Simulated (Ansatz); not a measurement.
The reference is Cu in the fcc (Cu type) structure (space group Fm-3m, No. 225; a = 3.564 Å). Axes: x, y, z lie along the cube axes.

Method: Ansatz (a first-principles code), PBEsol, PAW, cutoff 420 eV, no SOC.

Strains are applied to the cell and any free atomic positions relax; under biaxial strain the out-of-plane vector relaxes too.

One change was made to it. Results:

```json
[
 {"quantity": "energy relative to the base (free energy F)", "base": "0 meV/atom", "after": "+6.0 meV/atom"},
 {"quantity": "pressure (mean of the normal stresses, compression positive)", "base": "0.0 GPa", "after": "4.0 GPa"},
 {"quantity": "shortest interatomic distance", "base": "2.520 Å", "after": "2.480 Å"}
]
```

**Question.** Name the change that was made.
A) isotropic strain −0.74 %
B) biaxial strain −3.29 %, plane normal [111], relaxed out of plane
C) strain tensor (xx, yy, zz, yz, xz, xy) = (−1.34, +0.14, −0.96, −1.06, +0.46, +0.69) %
D) biaxial strain −4.77 %, plane normal [111], relaxed out of plane

**Answer.** C, strain tensor (xx, yy, zz, yz, xz, xy) = (−1.34, +0.14, −0.96, −1.06, +0.46, +0.69) %. For comparison, the energy relative to the base in the other runs: biaxial strain −4.77 %, plane normal [111], relaxed out of plane gives +65 meV/atom; biaxial strain −3.29 %, plane normal [111], relaxed out of plane gives +29 meV/atom; isotropic strain −0.74 % gives +3.0 meV/atom.

Without a gap, meshes like the base's 22×22×22 leave anisotropic stresses uncertain by several tenths of a GPa, and small strain energies with them. Stability against distortions was not tested. The final runs are not spin-polarised.
